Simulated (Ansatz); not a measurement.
The parent structure is GaN in the zinc blende structure (space group F-43m, No. 216; a = 4.498 Å). Axes: x, y, z lie along the cube axes.

All numbers come from r2SCAN in Ansatz (plane waves to 500 eV, PAW, scalar-relativistic without spin-orbit coupling).

For the base:

| Property | Result |
|---|---|
| Electron mass | 0.17 mₑ (at Γ) |
| Band gap | 2.17 eV |
| Pressure | 0.00 GPa |

Perturbation: biaxial strain +2.08 %, plane normal [111], relaxed out of plane (Cartesian); in-plane vectors clamped, the third vector and the atoms free.

Problem. Predict the new electron mass.

Solution. The electron mass goes from 0.17 mₑ (at Γ) to 0.16 mₑ out of plane, 0.15 mₑ in plane (at Γ).

Problem. How does this affect the band gap?

Solution. The band gap drops by 0.35 eV (2.17 eV → 1.82 eV).

Problem. What does the calculation give for the hole mass after the change?

Solution. The hole mass comes out as 0.14 mₑ out of plane, 1.7 mₑ in plane (at Γ).

Problem. Predict the new pressure.

Solution. The pressure (mean of the normal stresses, compression positive) goes from zero to -5.91 GPa.

Effective masses come from finite differences of ±0.01 Å⁻¹. No phonon test of stability was made. This is not the structure that GaN has at room temperature and ambient pressure.

Ansatz is an electronic-structure program.
